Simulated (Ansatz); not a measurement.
Cl on the 1x1 (100) surface of beta Ga2O3 (cut with top plane Ga + 2 O), one in a 1x1 cell, energies for each (18.1 Å²). Energies are against ½ Cl2(g), without zero-point or thermal terms; each row is named by its start. No converged result for: 2 more starts.

Host crystal: beta Ga2O3, with a band gap (PBE, scalar-relativistic without spin-orbit coupling).

Calculation: PBE (plane waves to 420 eV, PAW; Ansatz, a program for electronic structure).

Slab: 21 atoms, 10.2 Å thick at the start under the adsorbate (thin: gaps and levels are the slab's own); k 6x4x1, smearing 0.01 eV, dipole-corrected; 10 atoms held, the rest relaxed; each run with such symmetry as its start has; spin-polarised, no spin-orbit, no U, no dispersion correction.

A negative adsorption energy means that the adsorbate is more stable on the surface than in its reference. Starts that drift may end in the same place. Heights count from the host atoms within 0.3 Å of the top one. Moments of ungapped slabs depend on the mesh.

```csv
starting site,E_ads (eV),height (Å),nearest host atom (Å),bonded to,change of the vacuum step (eV),lateral drift (Å),moment (μB)
top Ga,0.66,2.43,Ga 2.45,Ga,1.03,0.0,0.7
hollow Ga-O-O over Ga at depth 3.2 Å,0.66,2.44,Ga 2.45,Ga,1.04,1.3,0.7
hollow Ga over Ga at depth 9.3 Å,0.66,2.44,Ga 2.45,Ga,1.04,1.3,0.7
```
